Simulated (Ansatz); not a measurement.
**Pressure series in WS2**

The reference is WS$_{2}$ in the 2H-MoS2 type structure (space group P6_3/mmc, No. 194; a = 3.1541 Å, c = 12.1373 Å; layered, stacked along the Cartesian z axis).

Cell and atoms are relaxed at each pressure.

The values are results of Ansatz (a program for electronic structure) PBE-D3(BJ), scalar-relativistic without spin-orbit coupling, not measurements.

Two rows of this table had their results exchanged by mistake.

```tsv
pressure	volume per atom (Å³)	shortest distance (Å)	band gap
pressure −2 GPa	18.50	2.415	1.13 eV
pressure −1 GPa	17.83	2.411	0.98 eV
pressure 0.3 GPa	16.26	2.393	0.61 eV
pressure 0.7 GPa	17.21	2.405	0.84 eV
pressure 1.5 GPa	16.99	2.403	0.78 eV
pressure 3 GPa	16.64	2.398	0.70 eV
pressure 5 GPa	17.33	2.406	0.86 eV
pressure 7.5 GPa	15.87	2.386	0.51 eV
pressure 10 GPa	15.54	2.381	0.42 eV
```

Which two?

The rows for pressure 0.3 GPa and pressure 5 GPa: the volume has to fall steadily with pressure, so 17.33 Å³ belongs to pressure 0.3 GPa and 16.26 Å³ to pressure 5 GPa.

With W present, leaving out spin-orbit coupling can change the band edges. Load acts through the strain it causes; cell and atoms are relaxed under it. Whether these cells are dynamically stable was not tested. Competing high-pressure phases were not computed.
